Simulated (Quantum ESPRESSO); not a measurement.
# Cost against accuracy: K_POINTS for CO2 (P4_12_12, 12 atoms in the cell)

Cell: a = 5.0693 Å, b = 5.0693 Å, c = 7.2320 Å, α = 90.00°, β = 90.00°, γ = 90.00°.

Computed with PBEsol, GBRV 1.5 ultrasoft (PBESOL) pseudopotentials (plane waves; Quantum ESPRESSO).

Base settings: ecutwfc = 40 Ry; ecutrho = 200 Ry; occupations = smearing; smearing = fd; degauss = 0.0036749 Ry; potentials = {C: c_pbesol_v1.2.uspp.F.UPF, O: o_pbesol_v1.2.uspp.F.UPF}; K_POINTS = automatic 4 4 3 0 0 0; conv_thr = 1e-10 Ry.

Misses are taken against the tightest run, automatic 16 16 11 0 0 0, which need not be fully converged itself. The energy is the free energy per atom.

The count of work is k-points × plane waves × bands × iterations; it is no time, and leaves out set-up, grids and terms that scale otherwise. Core times come from one kind of shared machine and are given to one figure; runs under 30 s give none.

The starting cell comes from a database of computed structures (which also holds hypothetical and non-ambient phases and stackings), without a prior relaxation at this level.

```csv
K_POINTS,energy less reference (meV/atom),pressure less reference (GPa),count of work / reference,core time / reference (rough)
automatic 1 1 1 0 0 0,-21.69,-0.59,0.0034,–
automatic 2 2 1 0 0 0,3.99,0.11,0.011,0.03
automatic 2 2 2 0 0 0,0.16,0.01,0.022,0.03
automatic 3 3 2 0 0 0,0.00,0.00,0.022,0.04
automatic 4 4 3 0 0 0,0.00,0.00,0.040,0.04
automatic 5 5 3 0 0 0,-0.01,0.00,0.044,0.06
automatic 5 5 4 0 0 0,0.00,0.00,0.067,0.06
automatic 6 6 5 0 0 0,0.00,0.00,0.11,0.1
automatic 7 7 5 0 0 0,0.00,0.00,0.11,0.09
automatic 9 9 6 0 0 0,0.00,0.00,0.22,0.1
automatic 10 10 7 0 0 0,0.00,0.00,0.31,0.3
automatic 13 13 9 0 0 0,0.00,0.00,0.52,0.5
automatic 16 16 11 0 0 0,0.00,0.00,1.0,1
```

Coarsest setting among those run that, with all tighter ones, holds the energy within 5 meV/atom of the reference: automatic 2 2 1 0 0 0, off by 4.0 meV/atom; it needs 0.011 of the reference's count of work and about 0.03 of the reference's time.

Coarsest setting among those run that, with all tighter ones, holds the energy within 2 meV/atom of the reference: automatic 2 2 2 0 0 0, off by 0.16 meV/atom; it needs 0.022 of the reference's count of work and about 0.03 of the reference's time.
